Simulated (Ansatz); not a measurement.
System: GeSiC2 (model structure, started from the AlGaN2 type, P-4m2, No. 115, 4 atoms in the cell). Method: PBE (Ansatz, a quantum-chemistry and plane-wave program, plane waves, PAW).

Run with plane-wave cutoff 520 eV, 10×10×8 k mesh (along the axes of the cell as run), Fermi–Dirac smearing 0.01 eV, scalar-relativistic PAW data made under PBE.

Cell (relaxed at this level):

```cif
data_C2GeSi
_chemical_formula_sum 'Ge1 Si1 C2'
_space_group_name_H-M_alt 'P-4m2'
_space_group_IT_number 115
_space_group_name_Hall 'P -4 -2'
_cell_length_a 3.17780
_cell_length_b 3.17780
_cell_length_c 4.48695
_cell_angle_alpha 90.000
_cell_angle_beta 90.000
_cell_angle_gamma 90.000
loop_
_atom_site_label
_atom_site_type_symbol
_atom_site_symmetry_multiplicity
_atom_site_Wyckoff_symbol
_atom_site_fract_x
_atom_site_fract_y
_atom_site_fract_z
_atom_site_occupancy
Ge1 Ge 1 c 0.50000 0.50000 0.50000 1
Si1 Si 1 a 0.00000 0.00000 0.00000 1
C1 C 2 g 0.00000 0.50000 0.23552 1
```

Q: What does this level give for the band gap and bulk modulus B0?

A: 
band gap: 1.50 eV (on the SCF k mesh)
bulk modulus B0: 193 GPa

Note: the bulk modulus is −V dP/dV from two relaxed cells at ±2 % in volume; the relaxation could raise the start's symmetry but not lower it, so the cell can be a saddle point.

Spin–orbit coupling is not included.

Static lattice: no zero-point or thermal effects.

The result took roughly 2.5 core-minutes.

A model structure was made by putting elements into a prototype or built by hand; it is no filed structure, need not be a known phase, and can be a saddle point held by its symmetry.
